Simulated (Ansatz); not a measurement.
The reference is Y in the hcp (Mg type) structure (space group P6_3/mmc, No. 194; relaxed with 0.1 eV smearing).

```yaml
crystal:
  lattice:
    - [3.59431, 0.00000, 0.00000]
    - [-1.79716, 3.11277, 0.00000]
    - [0.00000, 0.00000, 5.60992]
  atoms:
    - { symbol: Y, position: [0.66667, 0.33333, 0.75000] }
    - { symbol: Y, position: [0.33333, 0.66667, 0.25000] }
```

Cartesian axes are those of the cell as printed.

Method: PBEsol (Ansatz, a program for electronic structure), no spin-orbit coupling.

It is then changed as follows: the cell is stretched by 2.50 % along z with no lateral relaxation, atoms relaxed at fixed cell.

**Question.** Predict the stress tensor and what it implies for the stiffness.

**Answer.** Stress of the strained cell less that of the base (GPa, compression positive):
```
   -0.6     0.0     0.0
    0.0    -0.6     0.0
    0.0     0.0    -1.9
```

Then −Δσ_ii/ε with ε = 0.0250 gives secant stiffness values (nonlinear terms included at this strain): C33 ≈ 78 GPa, C13 ≈ 22 GPa and C23 ≈ 22 GPa.

As a check, the harmonic strain energy −½ V₀ Δσ:ε is 4.8 meV/atom; the computed energy rise is 4.9 meV/atom.

No phonon test of stability was made. The final runs are not spin-polarised.
